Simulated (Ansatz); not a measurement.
```xyz
6
Lattice="-1.9188 1.9188 4.8618 1.9188 -1.9188 4.8618 1.9188 1.9188 -4.8618" Properties=species:S:1:pos:R:3 pbc="T T T"
Ti     0.0000     1.9188     2.4309
Ti     0.0000     0.0000     0.0000
O      0.0000     1.9188     0.4340
O      0.0000     0.0000     7.7267
O      0.0000     0.0000     1.9969
O      0.0000     1.9188     4.4278
```

No spin polarisation.

The values are results of PBEsol, PAW, 420 eV (Ansatz, a program for electronic structure; no SOC), not measurements. Γ-centred 12×12×12 mesh, Fermi–Dirac width 0.05 eV.

Task: Predict the band gap, gap character, pressure and space group.

Result: The band gap is 2.06 eV and the gap character is indirect, Γ–X (87 % along) → Γ. The pressure (mean of the normal stresses, compression positive) is -9.56 GPa and the space group comes out as I4_1/amd (No. 141).

The cells carry an imposed strain or load. Whether these cells are dynamically stable was not tested. All final runs are without spin polarisation. The cell was made from TiO2 in the anatase structure (space group I4_1/amd, No. 141) by this change: isotropic strain +1.80 %.
